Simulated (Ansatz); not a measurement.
Output of an Ansatz run (abridged):

```
WARN the atoms were moved onto the symmetric positions of the space group found under crystal.symmetry.tolerance 1.0e-5 (fractional …
WARN ansatz: RAYON_NUM_THREADS=1 ignored (pool sized by the plan → 1); use --threads N
Pseudopotentials: kind: paw
Pseudopotential: Sr, paw, valence charge 10
Pseudopotential: Zn, paw, valence charge 12
Pseudopotential: Sb, paw, valence charge 15
Crystal: 5 atoms, lattice volume = 135.287 Å³
Basis set: ecut = 420.4159175005146 eV, 2635 PW (Γ)
Bands: 39, of which v1, the nominal top of the filled ones, is band 32 counted from 1 (31 counted from 0)
Symmetry: 6 space group operations
Space group: P3m1 (ITA 156), of the structure as read, at distance tolerance 5.1e-5 Å
k-points: 35 of 256 (time reversal used)
PAW frozen core: Sr, regenerated for the run's functional, and the local potential with it
PAW frozen core: Zn, regenerated for the run's functional, and the local potential with it
PAW frozen core: Sb, regenerated for the run's functional, and the local potential with it
Initial density: superposition of atomic densities (neutral atoms: chi_scale 0, normalization atom), corrected by the library's trained network
Initial wavefunctions: pseudopotential atomic-orbital guess
Eigensolver: davidson
Functional: x = slater, c = lda
SCF iter   1: F=—  HF=-22610.827948 eV  |F-HF|=—  |Δ(HF+E_count)|=         —  Δρ=5.81e-3  dr2=3.05e-2  ethr=1.77e-3  ⟨swp⟩=8.8  Hψ=6926  notcnv=0
all-band conjugate gradients solve this SCF's bands
preconditioner: auto → Resta (q_TF=auto, 2.408 Å⁻¹)
SCF iter   2: F=—  HF=-22610.822379 eV  |F-HF|=—  |Δ(HF+E_count)|=   5.57e-3  Δρ=2.95e-3  dr2=6.17e-3  ethr=4.77e-5  ⟨swp⟩=2.0  Hψ=2252  notcnv=0
SCF iter   3: F=—  HF=-22610.821798 eV  |F-HF|=—  |Δ(HF+E_count)|=   5.81e-4  Δρ=1.35e-3  dr2=1.53e-3  ethr=9.63e-6  ⟨swp⟩=2.0  Hψ=2435  notcnv=0
SCF iter   4: F=—  HF=-22610.821297 eV  |F-HF|=—  |Δ(HF+E_count)|=   5.01e-4  Δρ=4.03e-4  dr2=2.97e-4  ethr=2.39e-6  ⟨swp⟩=2.0  Hψ=1879  notcnv=0
SCF iter   5: F=—  HF=-22610.821237 eV  |F-HF|=—  |Δ(HF+E_count)|=   6.08e-5  Δρ=1.69e-4  dr2=6.42e-5  ethr=4.64e-7  ⟨swp⟩=2.0  Hψ=1921  notcnv=0
SCF iter   6: F=—  HF=-22610.821233 eV  |F-HF|=—  |Δ(HF+E_count)|=   3.76e-6  Δρ=4.98e-5  dr2=6.23e-6  ethr=1.00e-7  ⟨swp⟩=2.7  Hψ=2107  notcnv=0
SCF iter   7: F=—  HF=-22610.821233 eV  |F-HF|=—  |Δ(HF+E_count)|=   3.73e-7  Δρ=1.15e-5  dr2=3.03e-7  ethr=9.74e-9  ⟨swp⟩=2.0  Hψ=1593  notcnv=0
SCF iter   8: F=-22610.821233 eV  HF=-22610.821233 eV  |F-HF|=6.86e-8  |Δ(HF+E_count)|=   5.81e-8  Δρ=6.50e-6  dr2=4.51e-8  ethr=1.56e-10  ⟨swp⟩=7.0  Hψ=6467  notcnv=0
SCF 1 converged in 8 iterations: F = -22610.821233 eV  dr2 = 4.51e-8
SCF converged after 8 iterations
Free energy (F): -22610.821233 eV
Harris-Foulkes:  -22610.821233 eV  (|F-HF|=6.86e-8)
Internal energy: -22610.811280 eV  (E = F + TS)
E sigma→0 (E₀):  -22610.816256 eV
Entropy (-TS):   -0.009954 eV (-1.991 meV/atom)
Fermi energy:    8.433124 eV
--- Per-component energies (eV) ---
  E_band       = -425.692410
  E_kinetic    = 926.700927
  E_local      = -8094.956351  (includes V_loc(G=0)·N_el)
  E_nonlocal   = 2171.979235
  E_hartree    = 3433.887736
  E_xc         = -718.387207
  E_vxc        = -463.654606  (∫ρ·V_xc dr)
  E_paw        = -14964.423698  (= ΣΔE_a)
  E_vpaw       = -1833.535974  (= ΣTr[D̂ρ^β])
  E_aug_tail   = -0.000738  (compensation charges beyond the density's cutoff)
  E_ewald      = -5370.137247
  E_core_change = 4.526065  (= ΣΔE_core)
  E_smearing   = -0.009954  (= −TS)
  E_closure    = 0.000000  (closes the sum)
  Σ components = -22610.821233   (vs F -22610.821233, Δ=0.00e0)
--- Forces (eV/Å), atoms counted from 1 ---
  atom   1  Sr     0.00000000    -0.00000000    -0.18542988
  atom   2  Zn     0.00000000    -0.00000000     0.05088104
  atom   3  Zn     0.00000000     0.00000000     0.06442545
  atom   4  Sb     0.00000000     0.00000000     0.11181983
  atom   5  Sb    -0.00000000    -0.00000000    -0.04168181
  max |Σ_I F_I| component: 1.46e-5 eV/Å
--- Stress (GPa, compression-positive) ---
       -2.768278      -0.000000      -0.000000
       -0.000000      -2.768278      -0.000000
       -0.000000      -0.000000      -3.111088
  P = ⅓ Tr σ = -2.8825 GPa (-28.825 kbar)
  The stress holds the Pulay correction. Without it, at fixed plane waves, as pw.x and ABINIT print it: P = -2.9116 GPa
--- Band table (eV; the first three rows and the last of 35) ---
  k-point 0: bands = ["-27.2611", "-20.0097", "-20.0097", "-19.9785", "-19.9762", "-19.9762", "-19.9407", "-19.9407", "-19.9164", "-19.9116", "-19.9116", "-9.3830", "-9.2692", "-9.2692", "-2.3477", "-1.2532", "0.8363", "0.8363", "0.8929", "0.8929", [...]
  k-point 1: bands = ["-27.2611", "-20.0097", "-20.0097", "-19.9785", "-19.9762", "-19.9762", "-19.9407", "-19.9407", "-19.9165", "-19.9116", "-19.9116", "-9.3835", "-9.2692", "-9.2692", "-2.2522", "-1.3925", "0.8353", "0.8353", "0.8938", "0.8938", [...]
  k-point 2: bands = ["-27.2611", "-20.0098", "-20.0098", "-19.9785", "-19.9762", "-19.9762", "-19.9407", "-19.9407", "-19.9165", "-19.9117", "-19.9117", "-9.3840", "-9.2692", "-9.2692", "-2.1138", "-1.5743", "0.8343", "0.8343", "0.8947", "0.8947", [...]
  k-point 34: bands = ["-27.2554", "-20.0090", "-20.0079", "-19.9768", "-19.9766", "-19.9762", "-19.9402", "-19.9390", "-19.9146", "-19.9120", "-19.9116", "-9.3726", "-9.3389", "-9.3368", "-1.1495", "-0.9715", "0.9251", "0.9359", "0.9445", "0.9789", [...]
```

The structure:

```
CELL_PARAMETERS angstrom
      4.49932     0.00000     0.00000
     -2.24966     3.89653     0.00000
      0.00000     0.00000     7.71668
ATOMIC_POSITIONS crystal
  Sr 0.00000 0.00000 0.00648
  Zn 0.66667 0.33333 0.36615
  Zn 0.33333 0.66667 0.63385
  Sb 0.33333 0.66667 0.27203
  Sb 0.66667 0.33333 0.72797
```

**Question.** Reconstruct the input of this run.

**Answer.** Other spellings and defaults could give the same log, and not every line can be read from it. The input that was run (DFT, LDA (PW92), plane waves, default PAW files made with PBE):

Ansatz 0.2 input:
```yaml
crystal:
  lattice:
    - [4.49932100, 0.00000000, 0.00000000]
    - [-2.24966100, 3.89652600, 0.00000000]
    - [0.00000000, 0.00000000, 7.71668000]
  atoms:
    - { symbol: Sr, position: [0.00000000, 0.00000000, 0.00647900] }
    - { symbol: Zn, position: [0.66666700, 0.33333300, 0.36615000] }
    - { symbol: Zn, position: [0.33333300, 0.66666700, 0.63385000] }
    - { symbol: Sb, position: [0.33333300, 0.66666700, 0.27203000] }
    - { symbol: Sb, position: [0.66666700, 0.33333300, 0.72797000] }
basis:
  ecutwfc: 30.9 Ry
kpoints:
  mp_grid: { grid: [8, 8, 4] }
hamiltonian:
  xc: lda
  pseudopotentials: { kind: paw }
scf:
  occupations: { method: fermi_dirac, width: 0.0073 Ry }
output:
  forces: true
  eigenvalues: true
  stress: true
```

The starting cell comes from a database of computed structures (which also holds hypothetical and non-ambient phases and stackings), without a prior relaxation at this level. Its lattice was rescaled by up to half a per cent. One atom was moved a little off its site on purpose. Spin-orbit coupling is off. Ansatz's pressure includes its estimate of the finite-basis (Pulay) stress. The run gives no clean gap (levels at the Fermi energy touch, overlap or are partly filled at this smearing), which alone does not show that the compound is a metal.

Ansatz is a program for electronic structure.
